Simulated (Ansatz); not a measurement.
System: CsH (Pm-3m, No. 221, 2 atoms in the cell; start mp-632319; a measured phase of this formula has another space group). Method: r²SCAN+SOC in Ansatz (plane waves, PAW).

Numerical settings: plane-wave cutoff 560 eV, 10×10×10 k mesh, Fermi–Dirac smearing 0.01 eV, PAW data made under PBE.

Cell (relaxed with PBEsol):

```
CELL_PARAMETERS angstrom
      3.72401     0.00000     0.00000
      0.00000     3.72401     0.00000
      0.00000     0.00000     3.72401
ATOMIC_POSITIONS crystal
  Cs 0.00000 0.00000 0.00000
  H  0.50000 0.50000 0.50000
```

Task: Estimate the band gap and direct gap at Γ that the calculation returns.

Result: 
- band gap: 3.15 eV (direct)
- direct gap at Γ: 5.76 eV

Note: cell and atoms aren't relaxed at this level (pressure 1.2 GPa).

Static lattice: no zero-point or thermal effects.

Cost on a shared machine: roughly 50 core-seconds.

A start named mp-… is a Materials Project structure, which need not be a measured phase.

Ansatz is a program for electronic structure.
